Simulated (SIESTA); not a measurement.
Band structure of Mg6ZrCu (Amm2, 8 atoms in the cell).

```
CELL_PARAMETERS angstrom
      4.93340     0.00000     0.00000
      0.00000     3.06223     5.63022
      0.00000    -3.06223     5.63022
ATOMIC_POSITIONS crystal
  Mg 0.00000 0.32935 0.82065
  Mg 0.00000 0.82065 0.32935
  Mg 0.00000 0.33322 0.33322
  Mg 0.50000 0.16512 0.67632
  Mg 0.50000 0.67632 0.16512
  Mg 0.50000 0.17625 0.17625
  Zr 0.00000 0.81365 0.81365
  Cu 0.50000 0.68544 0.68544
```

Computed with GGA PBEsol, numerical atomic orbitals TZP, PseudoDojo PBEsol standard norm-conserving potentials (rewritten from UPF to PSML) run with SIESTA.

Settings: XC.functional = GGA; XC.authors = PBEsol; potentials = PseudoDojo PBEsol standard; PAO.BasisSize = TZP; PAO.EnergyShift = 0.01 Ry; MeshCutoff = 400 Ry; kgrid.MonkhorstPack = 5 4 4; OccupationFunction = FD; ElectronicTemperature = 50 meV; MaxSCFIterations = 150; SCF.Mixer.Method = Pulay; SCF.Mixer.Weight = 0.2; SCF.Mixer.History = 6; SCF.DM.Tolerance = 1.0E-05.

The starting cell comes from a database of computed structures (which also holds hypothetical and non-ambient phases and stackings), without a prior relaxation at this level. Its lattice was rescaled by a random factor within 2.5 % of one. Spin polarisation is off. Values carry the incompleteness of an atom-centred basis.

Levels in eV from the Fermi level, bands 42 to 47:
```tsv
point	42	43	44	45	46	47
Γ	-1.75	-1.58	-1.38	-1.01	-0.21	0.08
X	-1.13	-0.71	-0.64	-0.45	0.70	1.10
S	-0.91	-0.76	-0.42	-0.07	0.54	0.65
R	-1.98	-1.72	-1.68	-1.40	-0.07	0.95
A	-2.64	-2.54	-0.41	0.09	0.11	0.34
Z	-1.34	-1.22	-1.10	-1.07	-0.55	-0.19
Y	-0.95	-0.88	-0.52	0.23	0.33	0.59
X1	-1.13	-0.71	-0.64	-0.45	0.70	1.10
A1	-2.64	-2.54	-0.41	0.09	0.11	0.34
T	-2.13	-1.60	-1.36	-1.00	0.17	0.94
```

Bands cross the Fermi level along this path, so the cell is metallic at this level.

Higher empty bands are left out: an atom-centred basis made for the valence describes them poorly.
